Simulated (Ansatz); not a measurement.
For B (model structure, started from the bcc type, Im-3m, No. 229, 1 atom in the cell), LDA in Ansatz (PAW) gives:

```
Quantity                    Value
-------------------  ------------
lattice parameter a       2.280 Å
cohesive energy      5.42 eV/atom
```

Q: What does r²SCAN+rVV10 in Ansatz (plane waves, PAW) give for the same quantities?

A: 
- lattice constant a: 2.293 Å (goes up by 0.6 %)
- cohesive energy: 4.48 eV/atom (drops by 0.94 eV/atom)

Changes are worked out from the printed values.

Unless a cell is named, each level is at its own relaxed cell (LDA 5.93, r²SCAN+rVV10 6.03 Å³/atom).

Ansatz's density-functional and Hartree–Fock values are scalar-relativistic unless marked +SOC, with PAW data made under PBE.

A model structure was made by putting elements into a prototype or built by hand; it is no filed structure, need not be a known phase, and can be a saddle point held by its symmetry.

Ansatz is an electronic-structure program.
